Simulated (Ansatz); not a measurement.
Results of r²SCAN (Ansatz, a first-principles code, plane waves, PAW) for ZnS (model structure, started from the GeS type, Pnma, No. 62, 8 atoms in the cell).

Numerical settings: plane-wave cutoff 560 eV, 6×16×14 k mesh (along the axes of the cell as run), Fermi–Dirac smearing 0.05 eV, scalar-relativistic PAW data made under PBE.

Cell (relaxed at this level):

```
ZnS
1.0
    6.49159     0.00000     0.00000
    0.00000     3.93127     0.00000
    0.00000     0.00000     6.66090
Zn S
4 4
Direct
  0.15539   0.25000   0.39615
  0.34461   0.75000   0.89615
  0.84461   0.75000   0.60385
  0.65539   0.25000   0.10385
  0.78330   0.25000   0.42367
  0.71670   0.75000   0.92367
  0.21670   0.75000   0.57633
  0.28330   0.25000   0.07633
```

Question: Estimate the band gap that the calculation returns.

Answer: 
band gap: 2.87 eV

Note: the relaxation could raise the start's symmetry but not lower it, so the cell can be a saddle point.

The computed numbers hold no vibrational or temperature effects.

Computing time: around 5 core-minutes (rough).

A model structure was made by putting elements into a prototype or built by hand; it is no filed structure, need not be a known phase, and can be a saddle point held by its symmetry.
